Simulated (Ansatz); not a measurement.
System: CaO (model structure, F-43m, No. 216, 2 atoms in the cell). Method: PBE0 in Ansatz (PAW).

Settings: plane-wave cutoff 460 eV, 8×8×8 k mesh, Fermi–Dirac smearing 0.01 eV, scalar-relativistic PAW data made under PBE.

Cell (relaxed with PBEsol):

CaO has the cubic space group F-43m (No. 216), the zinc blende structure, Pearson symbol cF8. Lattice parameters: a = 5.1798 Å, b = 5.1798 Å, c = 5.1798 Å, α = 90.00°, β = 90.00°, γ = 90.00°. Ca on 4a has 4 O at 2.243 Å (tetrahedral). O on 4d is coordinated by 4 Ca at 2.243 Å (tetrahedral). (Neighbours: up to the widest gap in distance over summed covalent radii, below 1.35, at either atom; cation-cation and far metal-metal contacts left out.)
(The calculation used a cell of 2 atoms; values per cell refer to that cell.)

### Question
What does this level give for the band gap and smallest direct gap on the k points sampled?

### Answer

- band gap: 5.52 eV (on the SCF k mesh) (indirect)
- smallest direct gap on the k points sampled: 6.17 eV

Note: the relaxation could raise the start's symmetry but not lower it, so the cell can be a saddle point; cell and atoms aren't relaxed at this level (pressure 1.7 GPa).

Static lattice: no zero-point or thermal effects.

Cost on a shared machine: about 90 core-seconds (a rough figure).

A model structure was made by putting elements into a prototype or built by hand; it is no filed structure, need not be a known phase, and can be a saddle point held by its symmetry.

Ansatz is a program for electronic structure.
